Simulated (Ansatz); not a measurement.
**SnC (model structure, started from the zincblende type, F-43m, No. 216, 2 atoms in the cell)**

Level of theory: HSE06 (Ansatz, a first-principles code, PAW).

Settings: plane-wave cutoff 520 eV, 10×10×10 k mesh, finite displacements, scalar-relativistic PAW data made under PBE.

Cell (relaxed at this level):

```cif
data_C4Sn4
_chemical_formula_sum 'C4 Sn4'
_space_group_name_H-M_alt 'F-43m'
_space_group_IT_number 216
_space_group_name_Hall 'F -4 2 3'
_cell_length_a 5.02861
_cell_length_b 5.02861
_cell_length_c 5.02861
_cell_angle_alpha 90.000
_cell_angle_beta 90.000
_cell_angle_gamma 90.000
loop_
_atom_site_label
_atom_site_type_symbol
_atom_site_symmetry_multiplicity
_atom_site_Wyckoff_symbol
_atom_site_fract_x
_atom_site_fract_y
_atom_site_fract_z
_atom_site_occupancy
C1 C 4 d 0.75000 0.75000 0.75000 1
Sn1 Sn 4 a 0.00000 0.00000 0.00000 1
```
(The calculation used a cell of 2 atoms; values per cell refer to that cell.)

```yaml
zone-centre TO phonon frequency: 573 cm⁻¹
```

Spin–orbit coupling is not included.

A model structure was made by putting elements into a prototype or built by hand; it is no filed structure, need not be a known phase, and can be a saddle point held by its symmetry.
